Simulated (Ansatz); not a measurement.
A 20-atom cell of (Nb,W) started in the body-centred cubic structure, site fractions Nb 0.500, W 0.500, short-range order 0.00 among the nearest mixed sites of the first mixed sublattice (0 is random, a negative value favours unlike neighbours), space group P1 at the end. The mixed sublattice has 20 sites.

The mixing enthalpy is taken against the end members in the body-centred cubic type, relaxed in the same cell and mesh.

Computed with PBE (plane waves to 420 eV, PAW; Ansatz, a first-principles code). Spin–orbit coupling is left out; the runs are not spin-polarised; with elements this heavy it can move edges by tenths of an eV. Its k-point mesh 5×5×5, Fermi–Dirac width 0.05 eV.

```json
[
 {"cell": "Nb", "energy at zero smearing (eV)": "-91045.686"},
 {"cell": "W", "energy at zero smearing (eV)": "-207696.487"},
 {"cell": "NbW", "energy at zero smearing (eV)": "-149371.971"}
]
```

**Question.** Work out the mixing enthalpy per mixed site and the interaction parameter Ω of a regular solution.

**Answer.** With x = 10/20 of the second end member, ΔH = [-149371.971 − 10/20 × (-91045.686) − 10/20 × (-207696.487)] / 20 = -44.2 meV against the separate end members. Ω = ΔH / x(1 − x) = -177 meV.
